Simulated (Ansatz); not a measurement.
Output of an Ansatz run (abridged):

```
WARN ansatz: RAYON_NUM_THREADS=1 ignored (pool sized by the plan → 1); use --threads N
basis.fft_grid_basis auto: the FFT boxes are laid along the combinations [[1, 0, 1], [0, 1, 1], [0, 0, 1]] of the cell's own vectors, 4.003, 2.785 and 4.854 Å …
Pseudopotentials: kind: paw
Pseudopotential: Mo, paw, valence charge 14
Pseudopotential: Pt, paw, valence charge 18
Crystal: 3 atoms, lattice volume = 46.784 Å³
Basis set: ecut = 420 eV, 917 PW (Γ), FFT grids on a1+a3, a2+a3, a3, exchange–correlation on 54×40×72 points (8 copies of the dense FFT grid, shifted against one another)
Bands: 30, of which v1, the nominal top of the filled ones, is band 25 counted from 1 (24 counted from 0)
Symmetry: 8 space group operations
Space group: Immm (ITA 71), of the structure as read, at distance tolerance 3.6e-5 Å
k-points: 171 of 1000
PAW frozen core: Mo, regenerated for the run's functional, and the local potential with it
PAW frozen core: Pt, regenerated for the run's functional, and the local potential with it
Initial density: superposition of atomic densities (neutral atoms: chi_scale 0, normalization atom), corrected by the library's trained network
Initial wavefunctions: pseudopotential atomic-orbital guess
Eigensolver: davidson
Functional: x = pbesol(κ = 0.804, μ = 0.12345679012345678), c = pbesol(β = 0.046)
SCF iter   1: F=—  HF=-29666.228106 eV  |F-HF|=—  |Δ(HF+E_count)|=         —  Δρ=7.30e-3  dr2=1.75e-2  ethr=1.77e-3  ⟨swp⟩=5.0  Hψ=18048  notcnv=0
all-band conjugate gradients solve this SCF's bands
preconditioner: auto → Kerker (q_TF=auto, 2.759 Å⁻¹)
SCF iter   2: F=—  HF=-29666.227153 eV  |F-HF|=—  |Δ(HF+E_count)|=   9.53e-4  Δρ=3.75e-3  dr2=4.28e-3  ethr=3.50e-5  ⟨swp⟩=1.9  Hψ=8028  notcnv=0
SCF iter   3: F=—  HF=-29666.226192 eV  |F-HF|=—  |Δ(HF+E_count)|=   9.61e-4  Δρ=5.40e-4  dr2=9.67e-5  ethr=8.57e-6  ⟨swp⟩=2.0  Hψ=7192  notcnv=0
SCF iter   4: F=—  HF=-29666.226186 eV  |F-HF|=—  |Δ(HF+E_count)|=   6.21e-6  Δρ=1.00e-4  dr2=4.07e-6  ethr=1.93e-7  ⟨swp⟩=2.5  Hψ=8095  notcnv=0
SCF iter   5: F=—  HF=-29666.226185 eV  |F-HF|=—  |Δ(HF+E_count)|=   5.84e-7  Δρ=2.62e-5  dr2=2.48e-7  ethr=8.14e-9  ⟨swp⟩=2.0  Hψ=9237  notcnv=0
SCF iter   6: F=-29666.226185 eV  HF=-29666.226185 eV  |F-HF|=1.22e-8  |Δ(HF+E_count)|=   4.65e-8  Δρ=7.48e-6  dr2=2.32e-8  ethr=2.00e-10  ⟨swp⟩=5.5  Hψ=17687  notcnv=0
SCF 1 converged in 6 iterations: F = -29666.226185 eV  dr2 = 2.32e-8
SCF converged after 6 iterations
Free energy (F): -29666.226185 eV
Harris-Foulkes:  -29666.226185 eV  (|F-HF|=1.22e-8)
Internal energy: -29666.217678 eV  (E = F + TS)
E sigma→0 (E₀):  -29666.221932 eV
Entropy (-TS):   -0.008507 eV (-2.836 meV/atom)
Fermi energy:    22.073079 eV
--- Per-component energies (eV) ---
  E_band       = -359.226008
  E_kinetic    = 1712.571434
  E_local      = -3877.919184  (includes V_loc(G=0)·N_el)
  E_nonlocal   = 547.231040
  E_hartree    = 1409.000739
  E_xc         = -702.847298
  E_vxc        = -832.960981  (∫ρ·V_xc dr)
  E_paw        = -21775.340261  (= ΣΔE_a)
  E_vpaw       = -726.146981  (= ΣTr[D̂ρ^β])
  E_aug_tail   = 0.000414  (compensation charges beyond the density's cutoff)
  E_ewald      = -6979.697823
  E_core_change = 0.783262  (= ΣΔE_core)
  E_smearing   = -0.008507  (= −TS)
  E_closure    = -0.000000  (closes the sum)
  Σ components = -29666.226185   (vs F -29666.226185, Δ=0.00e0)
--- Forces (eV/Å), atoms counted from 1 ---
  atom   1  Mo     0.00000000     0.00000000    -0.00000000
  atom   2  Pt     0.00000000    -0.00000000    -0.08727679
  atom   3  Pt     0.00000000     0.00000000     0.08727679
  max |Σ_I F_I| component: 1.39e-17 eV/Å
--- Stress (GPa, compression-positive) ---
      -12.039157       0.000000       0.000000
        0.000000     -13.780642      -0.000000
        0.000000      -0.000000     -13.193109
  P = ⅓ Tr σ = -13.0043 GPa (-130.043 kbar)
  The stress holds the Pulay correction. Without it, at fixed plane waves, as pw.x and ABINIT print it: P = -13.0540 GPa
--- Band table (eV; the first three rows and the last of 171) ---
  k-point 0: bands = ["-76.7450", "-76.7229", "-39.3532", "-31.0427", "-30.9965", "-30.8397", "-30.8291", "-30.7697", "-30.7160", "-13.4857", "-13.4267", "-12.9391", "12.5598", "16.1436", "16.8996", "17.3305", "17.5726", "18.0873", "18.3389", [...]
  k-point 1: bands = ["-76.7433", "-76.7226", "-39.3449", "-31.0407", "-30.9897", "-30.8430", "-30.8333", "-30.7831", "-30.7410", "-13.4767", "-13.4209", "-13.0170", "12.9506", "16.3952", "17.0893", "17.2741", "17.3704", "18.0600", "18.1151", [...]
  k-point 2: bands = ["-76.7387", "-76.7220", "-39.3231", "-31.0340", "-30.9722", "-30.8622", "-30.8596", "-30.8001", "-30.8001", "-13.4539", "-13.4041", "-13.2169", "13.9616", "16.8363", "16.9474", "17.0121", "17.3765", "18.0578", "18.0584", [...]
  k-point 170: bands = ["-76.7384", "-76.7294", "-39.3546", "-31.0118", "-30.9670", "-30.9018", "-30.8242", "-30.7818", "-30.7039", "-13.4954", "-13.4241", "-12.9382", "14.5647", "15.0390", "15.6437", "16.0359", "17.1822", "18.2899", "18.4111", [...]
```

The structure:

```
CELL_PARAMETERS angstrom
     -1.39226     2.00149     4.19722
      1.39226    -2.00149     4.19722
      1.39226     2.00149    -4.19722
ATOMIC_POSITIONS crystal
  Mo 0.00000 0.00000 0.00000
  Pt 0.66334 0.66334 0.00000
  Pt 0.33666 0.33666 0.00000
```

**Question.** What input produced this log?

**Answer.** Other spellings and defaults could give the same log, and not every line can be read from it. The input that was run (DFT, PBEsol, plane waves, default PAW files made with PBE):

Ansatz 0.2 input:
```yaml
crystal:
  lattice:
    - [-1.392262, 2.001494, 4.197219]
    - [1.392262, -2.001494, 4.197219]
    - [1.392262, 2.001494, -4.197219]
  atoms:
    - { symbol: Mo, position_ang: [0.000000, 0.000000, 0.000000] }
    - { symbol: Pt, position_ang: [0.000000, -0.000000, 5.568367] }
    - { symbol: Pt, position_ang: [0.000000, -0.000000, 2.826071] }
basis:
  ecutwfc: 420.0 eV
kpoints:
  mp_grid: { grid: [10, 10, 10] }
hamiltonian:
  xc: pbesol
  pseudopotentials: { kind: paw }
scf:
  occupations: { method: gaussian, width: 0.1 eV }
output:
  forces: true
  eigenvalues: true
  stress: true
```

The starting cell comes from a database of computed structures (which also holds hypothetical and non-ambient phases and stackings), without a prior relaxation at this level. Its lattice was rescaled by a random factor within 2.5 % of one. Spin-orbit coupling is off. Spin polarisation is off. With a pressure of about -13 GPa the cell is away from its equilibrium volume at this level. Ansatz's pressure includes its estimate of the finite-basis (Pulay) stress.

Ansatz is a first-principles code.
